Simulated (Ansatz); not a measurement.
Take Ti in the hcp (Mg type) structure (space group P6_3/mmc, No. 194; a = 2.902 Å, c = 4.593 Å; relaxed with 0.1 eV smearing) as the base.

Calculations: PBEsol, PAW, 420 eV (Ansatz, a quantum-chemistry and plane-wave program; scalar-relativistic without spin-orbit coupling).

Base values:

| Item | Value |
|---|---|
| Band gap | zero |
| Pressure | 0.0 GPa |

It is then changed as follows: the cell is scaled by 1.0050 in all directions, atoms relaxed at fixed cell.

Task: How does this affect the band gap?

Result: The band gap is still zero.

Task: How does this affect the energy relative to the base?

Result: The energy grows by 1.4 meV/atom.

Task: What does the calculation give for the pressure after the change?

Result: The pressure (mean of the normal stresses, compression positive) goes from zero to -1.7 GPa.

The cells carry an imposed strain or load. Whether these cells are dynamically stable was not tested. All final runs are without spin polarisation.
